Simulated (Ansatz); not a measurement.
Take KI in the rock salt structure (space group Fm-3m, No. 225; a = 7.0056 Å) as the base.

Level of theory: PBEsol, PAW, 420 eV (Ansatz, an electronic-structure program; scalar-relativistic without spin-orbit coupling).

For the base:

- Hole mass: 0.44, 2.5, 2.5 mₑ (at Γ)

One thing is altered: every lattice vector is shortened by 1.00 %; the atoms relax in the strained cell.

Q: Estimate the effect on the hole mass.

A: The hole mass (degenerate bands, along [100]) changes from 0.44, 2.5, 2.5 mₑ (at Γ) to 0.42, 2.4, 2.4 mₑ (at Γ).

Q: Estimate the effect on the mean gap deformation potential ΔEg/Δln V.

A: The mean gap deformation potential ΔEg/Δln V is -2.2 eV.

With I present, leaving out spin-orbit coupling can change the band edges. Masses are band curvatures over ±0.01 Å⁻¹ around the edge. Stability against distortions was not tested.
